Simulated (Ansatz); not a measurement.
**Effect of pressure 2.1 GPa on WSi2**

Consider WSi$_{2}$ (space group I4/mmm, No. 139; a = 3.185 Å, c = 7.771 Å).

The change: cell and atoms relaxed at a pressure of 2.1 GPa.

Method: plane-wave PAW DFT at the LDA level (Ansatz, an electronic-structure program, 420 eV), without spin-orbit coupling. k-mesh 20×20×20 (Γ-centred); smearing 0.05 eV (Fermi–Dirac).

| quantity | base | changed | shift |
|---|---|---|---|
| volume per atom | 13.14 Å³ | 13.03 Å³ | -0.11 Å³ |
| density | 10.11 g/cm³ | 10.20 g/cm³ | +0.09 g/cm³ |
| lattice parameter a | 3.185 Å | 3.176 Å | -0.0098 Å |
| c/a ratio | 2.440 | 2.441 | +0.001 |
| shortest interatomic distance | 2.569 Å | 2.565 Å | -0.0046 Å |
| enthalpy H = E + PV relative to the base's energy | – | +0.17 eV/atom | – |
| band gap | zero | zero | – |

Load acts through the strain it causes; cell and atoms are relaxed under it. Stability against distortions was not tested. The final runs are not spin-polarised.
